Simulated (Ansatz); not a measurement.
# Hypothetical CsCl type TiS, response to strain

The reference is TiS in the CsCl type structure (space group Pm-3m, No. 221; a = 3.011 Å; a hypothetical phase, not in the database extracts checked; relaxed with 0.1 eV smearing). Axes: x, y, z lie along the cube axes.

Strains are applied to the cell and any free atomic positions relax; under biaxial strain the out-of-plane vector relaxes too; under stress the whole cell relaxes.

Method: PBEsol/PAW in Ansatz (a first-principles code), no SOC.

Notes on the quantities. energy relative to the base: free energy F; pressure: mean of the normal stresses, compression positive.

```json
[
 {"variant": "base", "volume per atom": "13.64 Å³", "energy relative to the base": "0 meV/atom", "pressure": "0.0 GPa"},
 {"variant": "biaxial strain −1.52 %, plane normal [001], relaxed out of plane", "volume per atom": "13.28 Å³", "energy relative to the base": "+8.6 meV/atom", "pressure": "4.5 GPa"},
 {"variant": "biaxial strain −2.76 %, plane normal [111], relaxed out of plane", "volume per atom": "13.21 Å³", "energy relative to the base": "+21 meV/atom", "pressure": "5.9 GPa"},
 {"variant": "biaxial strain −2.34 %, plane normal [111], relaxed out of plane", "volume per atom": "13.26 Å³", "energy relative to the base": "+15 meV/atom", "pressure": "5.0 GPa"},
 {"variant": "isotropic strain −4.98 %", "volume per atom": "11.71 Å³", "energy relative to the base": "+176 meV/atom", "pressure": "[?]"},
 {"variant": "isotropic strain +0.91 %", "volume per atom": "14.02 Å³", "energy relative to the base": "+4.8 meV/atom", "pressure": "-4.0 GPa"},
 {"variant": "uniaxial strain ε_xx = −0.61 %", "volume per atom": "13.56 Å³", "energy relative to the base": "+0.6 meV/atom", "pressure": "1.0 GPa"},
 {"variant": "tensor shear ε_xy = −0.71 %", "volume per atom": "13.64 Å³", "energy relative to the base": "+0.8 meV/atom", "pressure": "0.0 GPa"},
 {"variant": "uniaxial stress, 0.5 GPa compression along x", "volume per atom": "13.63 Å³", "energy relative to the base": "0.0 meV/atom", "pressure": "–"},
 {"variant": "uniaxial stress, 3 GPa tension along z", "volume per atom": "13.73 Å³", "energy relative to the base": "[?]", "pressure": "–"}
]
```

Some entries are withheld; estimate them.


- isotropic strain −4.98 %, pressure: 33.3 GPa
- uniaxial stress, 3 GPa tension along z, energy relative to the base: +1.0 meV/atom

Stability under load was not tested beyond the relaxation. All final runs are without spin polarisation.
